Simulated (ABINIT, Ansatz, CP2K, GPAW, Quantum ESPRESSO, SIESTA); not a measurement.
One structure in several programs: CaTiS2 (P-3m1, 4 atoms in the cell)

Self-consistent single point.

```yaml
crystal:
  lattice:
    - [3.64514, 0.00000, 0.00000]
    - [-1.82257, 3.15678, 0.00000]
    - [0.00000, 0.00000, 6.54150]
  atoms:
    - { symbol: Ca, position: [0.00000, 0.00000, 0.50000] }
    - { symbol: Ti, position: [0.00000, 0.00000, 0.00000] }
    - { symbol: S, position: [0.33333, 0.66667, 0.78034] }
    - { symbol: S, position: [0.66667, 0.33333, 0.21966] }
```

Shared settings, as Ansatz (an electronic-structure program) writes them: kpoints.mp_grid.grid = 7 7 4; scf.occupations.method = fermi_dirac; scf.occupations.width = 0.1 eV. Potentials and cutoffs stand in the table.

```json
[
 {"code": "Quantum ESPRESSO", "model": "LDA (PZ), GBRV 1.5 ultrasoft (LDA) pseudopotentials", "pressure (GPa)": "-6.25", "largest force (eV/Å)": "0.113", "cutoff": "50 Ry"},
 {"code": "CP2K", "model": "LDA (Pade form), GPW, DZVP-MOLOPT-SR-GTH basis, GTH-PADE potentials (GTH_POTENTIALS)", "pressure (GPa)": "-5.96", "largest force (eV/Å)": "0.237", "cutoff": "grid 600 Ry"},
 {"code": "Ansatz", "model": "LDA (PW92), PAW files made with PBE", "pressure (GPa)": "-6.29", "largest force (eV/Å)": "0.114", "cutoff": "420 eV"},
 {"code": "GPAW", "model": "LDA (Perdew-Wang 92), GPAW PAW datasets LDA (gpaw-data 1.0.1)", "pressure (GPa)": "-5.83", "largest force (eV/Å)": "0.122", "cutoff": "850 eV"},
 {"code": "SIESTA", "model": "LDA PW92, numerical atomic orbitals TZP, PseudoDojo LDA standard norm-conserving potentials (rewritten from UPF to PSML)", "pressure (GPa)": "-0.48", "largest force (eV/Å)": "0.592", "cutoff": "grid 300 Ry"},
 {"code": "ABINIT", "model": "LDA (PW92), PAW (JTH v2.0 LDA PAW)", "pressure (GPa)": "-6.18", "largest force (eV/Å)": "0.105", "cutoff": "30 Ha"}
]
```

On Ansatz's run: spin polarisation is off, so a magnetic state, if there is one, cannot be reached.

The spread over the programs that give each value: pressure within 5.81 GPa; largest force within 0.487 eV/Å.

CP2K and SIESTA use small atom-centred bases, whose incompleteness enters pressures, forces and empty levels differently from a plane-wave cutoff. Ansatz's pressure is given at a fixed set of plane waves, as the other plane-wave codes print theirs; with its correction for the finite basis it is -6.26 GPa. The same LDA comes in different parametrisations, which differ slightly. In the pressure, SIESTA (by 5.73) lies more than 1 GPa from the median of the plane-wave programs. In the force vectors, CP2K (by 0.123) and SIESTA (by 0.478) lie more than 0.08 eV/Å from the median of the plane-wave programs.

The starting cell comes from a database of computed structures (which also holds hypothetical and non-ambient phases and stackings), without a prior relaxation at this level.

Left out of this page: Elk (not drawn, or without a comparable value).

Keys are those of Ansatz 0.2.
